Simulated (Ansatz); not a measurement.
Partial pair distribution functions of a relaxed model of amorphous Ge₈Sb₁₆Te₃₂, broadened by 0.06 Å; density 6.04 g/cm³. Method: PBE, scalar-relativistic without spin-orbit coupling, PAW (Ansatz default set, large-core Te) (plane waves to 420 eV; Ansatz, a first-principles code).

It comes from a melt-quench run on a machine-learned potential (CHGNet), relaxed afterwards by DFT. It is a model cell: composition and starting density were chosen by hand, and all elements were melted together. No dispersion term was used. Its density started from a set value of 6.04 and ended at 6.04 g/cm³. Cooling (nominally 170 K/ps over its main leg) ran many orders faster than in experiment, which tends to leave more defects and strain. One small periodic cell is one sample of the glass; other quenches scatter about these values. The volume was held where the preparation left it, at a PBE pressure of 1.7 GPa. Stress components on the final sampling reach 1.9 GPa. On a 2×2×2 Γ-centred mesh force components of up to 0.17 eV/Å stay, since the relaxation ran on one k-point at (1/4, 1/4, 1/4).

```json
[
 {"r (Å)": "2.55", "g Sb-Te": "0.00", "g Ge-Te": "0.01", "g Ge-Ge": "0.00", "g Sb-Sb": "0.00"},
 {"r (Å)": "2.65", "g Sb-Te": "0.01", "g Ge-Te": "0.92", "g Ge-Ge": "0.00", "g Sb-Sb": "0.00"},
 {"r (Å)": "2.75", "g Sb-Te": "0.65", "g Ge-Te": "5.79", "g Ge-Ge": "0.00", "g Sb-Sb": "0.02"},
 {"r (Å)": "2.85", "g Sb-Te": "4.53", "g Ge-Te": "6.00", "g Ge-Ge": "0.00", "g Sb-Sb": "0.47"},
 {"r (Å)": "2.95", "g Sb-Te": "6.41", "g Ge-Te": "2.41", "g Ge-Ge": "0.00", "g Sb-Sb": "0.76"},
 {"r (Å)": "3.05", "g Sb-Te": "3.82", "g Ge-Te": "2.40", "g Ge-Ge": "0.00", "g Sb-Sb": "0.08"},
 {"r (Å)": "3.15", "g Sb-Te": "2.55", "g Ge-Te": "1.88", "g Ge-Ge": "0.00", "g Sb-Sb": "0.01"},
 {"r (Å)": "3.25", "g Sb-Te": "1.96", "g Ge-Te": "1.67", "g Ge-Ge": "0.00", "g Sb-Sb": "0.42"},
 {"r (Å)": "3.35", "g Sb-Te": "1.44", "g Ge-Te": "0.95", "g Ge-Ge": "0.00", "g Sb-Sb": "1.30"},
 {"r (Å)": "3.45", "g Sb-Te": "0.72", "g Ge-Te": "0.52", "g Ge-Ge": "0.00", "g Sb-Sb": "0.59"},
 {"r (Å)": "3.55", "g Sb-Te": "0.84", "g Ge-Te": "1.33", "g Ge-Ge": "0.00", "g Sb-Sb": "0.56"},
 {"r (Å)": "3.65", "g Sb-Te": "0.94", "g Ge-Te": "1.44", "g Ge-Ge": "0.01", "g Sb-Sb": "0.34"},
 {"r (Å)": "3.75", "g Sb-Te": "0.95", "g Ge-Te": "0.42", "g Ge-Ge": "0.45", "g Sb-Sb": "0.92"},
 {"r (Å)": "3.85", "g Sb-Te": "0.75", "g Ge-Te": "0.41", "g Ge-Ge": "2.56", "g Sb-Sb": "1.05"},
 {"r (Å)": "3.95", "g Sb-Te": "0.45", "g Ge-Te": "0.63", "g Ge-Ge": "4.03", "g Sb-Sb": "1.39"},
 {"r (Å)": "4.05", "g Sb-Te": "0.61", "g Ge-Te": "0.21", "g Ge-Ge": "3.19", "g Sb-Sb": "1.54"},
 {"r (Å)": "4.15", "g Sb-Te": "0.48", "g Ge-Te": "0.41", "g Ge-Ge": "1.18", "g Sb-Sb": "1.32"},
 {"r (Å)": "4.25", "g Sb-Te": "0.48", "g Ge-Te": "0.54", "g Ge-Ge": "0.66", "g Sb-Sb": "2.25"},
 {"r (Å)": "4.35", "g Sb-Te": "0.82", "g Ge-Te": "1.05", "g Ge-Ge": "3.00", "g Sb-Sb": "1.95"},
 {"r (Å)": "4.45", "g Sb-Te": "0.83", "g Ge-Te": "0.62", "g Ge-Ge": "1.11", "g Sb-Sb": "1.70"},
 {"r (Å)": "4.55", "g Sb-Te": "0.70", "g Ge-Te": "0.49", "g Ge-Ge": "0.04", "g Sb-Sb": "1.15"},
 {"r (Å)": "4.65", "g Sb-Te": "0.78", "g Ge-Te": "0.57", "g Ge-Ge": "0.51", "g Sb-Sb": "0.50"},
 {"r (Å)": "4.75", "g Sb-Te": "0.68", "g Ge-Te": "0.47", "g Ge-Ge": "1.29", "g Sb-Sb": "0.23"},
 {"r (Å)": "4.85", "g Sb-Te": "0.55", "g Ge-Te": "0.84", "g Ge-Ge": "0.47", "g Sb-Sb": "1.22"},
 {"r (Å)": "4.95", "g Sb-Te": "0.51", "g Ge-Te": "1.04", "g Ge-Ge": "1.25", "g Sb-Sb": "1.36"},
 {"r (Å)": "5.05", "g Sb-Te": "0.55", "g Ge-Te": "1.90", "g Ge-Ge": "1.03", "g Sb-Sb": "1.31"},
 {"r (Å)": "5.15", "g Sb-Te": "0.61", "g Ge-Te": "1.29", "g Ge-Ge": "1.35", "g Sb-Sb": "1.03"},
 {"r (Å)": "5.25", "g Sb-Te": "0.51", "g Ge-Te": "0.51", "g Ge-Ge": "1.14", "g Sb-Sb": "1.35"},
 {"r (Å)": "5.35", "g Sb-Te": "0.69", "g Ge-Te": "0.31", "g Ge-Ge": "0.26", "g Sb-Sb": "1.16"},
 {"r (Å)": "5.45", "g Sb-Te": "0.76", "g Ge-Te": "0.12", "g Ge-Ge": "0.86", "g Sb-Sb": "0.73"},
 {"r (Å)": "5.55", "g Sb-Te": "1.19", "g Ge-Te": "0.56", "g Ge-Ge": "0.53", "g Sb-Sb": "0.39"},
 {"r (Å)": "5.65", "g Sb-Te": "1.19", "g Ge-Te": "0.79", "g Ge-Ge": "0.02", "g Sb-Sb": "0.44"},
 {"r (Å)": "5.75", "g Sb-Te": "0.91", "g Ge-Te": "0.92", "g Ge-Ge": "0.00", "g Sb-Sb": "0.56"},
 {"r (Å)": "5.85", "g Sb-Te": "0.90", "g Ge-Te": "1.08", "g Ge-Ge": "0.00", "g Sb-Sb": "1.31"},
 {"r (Å)": "5.95", "g Sb-Te": "0.88", "g Ge-Te": "1.11", "g Ge-Ge": "0.00", "g Sb-Sb": "1.11"}
]
```

Within 3.42 Å each Sb has 4.44 Te neighbours on average.
